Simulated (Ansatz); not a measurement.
Input:

```xyz
2
Lattice="0.0000 2.7949 2.7949 2.7949 0.0000 2.7949 2.7949 2.7949 0.0000" Properties=species:S:1:pos:R:3 pbc="T T T"
Si     0.0000     0.0000     0.0000
Si     1.3974     1.3974     1.3974
```

The numbers are results of PBE, finite-displacement electron-phonon coupling, linearised Boltzmann equation (plane waves, PAW, scalar-relativistic; Ansatz, a program for electronic structure), not measurements. Condition of this run: hydrostatic pressure -5 GPa (the target of the relaxation). Geometry: relaxed with this functional, without spin-orbit coupling, then loaded as said.

Q: Predict the intrinsic electron mobility at 300 K.

A: 1120 cm²/(V·s).

Scattering by harmonic phonons alone: no impurities, screening or carrier-carrier scattering, bands fixed at 0 K. From a coarser fine mesh the values given move by up to 5 %. The mesh was bound by memory.
